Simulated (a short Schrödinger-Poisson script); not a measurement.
Symmetric double-gate stack, SiO2 on p-type Si(100)

System: symmetric double-gate stack, SiO2 on p-type Si(100), at 77 K.

| layer | material | thickness (nm) | Na (cm⁻³) |
|---|---|---|---|
| 1 | SiO2 | 3.1 | - |
| 2 | Si | 4 | 9e17 |
| 3 | SiO2 | 3.1 | - |

The device is made up for the run: typed textbook-type constants, with dimensions and the other settings drawn at random. SiO2: permittivity 3.9, conduction-band edge (eV) 3.15, gap (eV) 9, electron mass (mₑ) 0.5. Si: permittivity 11.7, conduction-band edge (eV) 0, gap (eV) 1.124, Nv at 300 K (cm⁻³) 3.1e19.

Channel valleys (confinement mass, in-plane density-of-states mass, number): Δ2 0.916, 0.19, 2; Δ4 0.19, 0.417, 4. At the gates, both at one voltage, the conduction-band edge of layer 1 lies 3.41 eV − eVg above the Fermi level of the channel. Gaps are held at their typed values at every temperature. Mesh 0.03 nm at interfaces.

From a short Schrödinger-Poisson script (our own, NumPy): 1D Poisson equation in equilibrium, electrons quantum, Hartree (BenDaniel-Duke, 12 states a valley, the channel's in-plane mass for all, wave functions ending at the dielectric), parabolic valleys, classical holes, full ionisation, no traps, pinning or gate leakage.

```csv
Vg (V),electrons (cm⁻²),C (μF/cm²),Δ2 E0 (meV),Δ2 E1 (meV),Δ4 E0 (meV),Δ4 E1 (meV)
0.3,6.00e10,0.843,18.8,95.2,116.9,487.3
0.4,1.02e12,1.76,-3.3,71.3,94.8,463.3
0.5,2.15e12,1.82,-12.6,59.8,85.5,452.0
0.6,3.29e12,1.84,-20.4,49.9,77.8,442.1
0.7,4.44e12,1.85,-27.8,40.5,70.5,432.8
0.8,5.59e12,1.85,-35.1,31.2,63.4,423.6
0.9,6.75e12,1.86,-42.3,22.1,56.5,414.7
1,7.91e12,1.88,-49.0,13.6,49.9,406.3
1.1,9.09e12,1.91,-55.0,5.9,44.2,398.9
1.2,1.03e13,1.93,-59.9,-0.5,39.6,392.7
1.3,1.15e13,1.95,-64.0,-6.1,35.7,387.3
1.4,1.27e13,1.96,-67.7,-11.1,32.3,382.6
1.5,1.39e13,1.97,-71.1,-15.8,29.2,378.1
1.6,1.52e13,1.97,-74.4,-20.3,26.2,373.8
1.7,1.64e13,1.97,-77.6,-24.7,23.3,369.7
```

Gate voltages with under 1e6 electrons/cm² are left out.

Subbands count from the Fermi level. The capacitance is that of both gates.
